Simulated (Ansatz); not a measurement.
Where the default PAW files enter, the runs use the earlier of Ansatz's two default sets.

Tunnelling through a barrier is set by its complex band structure: the current falls as exp(−2κd) with the smallest κ.

Given:

```
TiO2
1.0
    2.90003     0.00000     0.00000
    0.00000     6.37505     0.00000
    0.00000     3.18753     3.18753
Ti O
2 4
Cartesian
  0.00000   3.18753   0.00000
  1.45001   0.00000   0.00000
  1.45001   3.18753   1.24747
  1.45001   6.37505   1.94006
  0.00000   1.24747   0.00000
  0.00000   5.12758   0.00000
```

Space group of this cell: P4_2/mnm, rutile. The cell is strained (all lengths scaled by 0.98); by r2SCAN its mean pressure is 16.3 GPa.

Transport runs along the normal of the first two printed cell vectors, the (110) plane of the conventional cell.

No gap correction and no spin-orbit coupling; mid-gap values are interpolated between computed energies.

Task: State the band gap and the smallest decay constant κ at mid-gap according to r2SCAN (Ansatz, a quantum-chemistry and plane-wave program).

Result: Gap 2.37 eV on a 10×10×10 mesh; κ = 0.246 1/Å, at the zone centre.
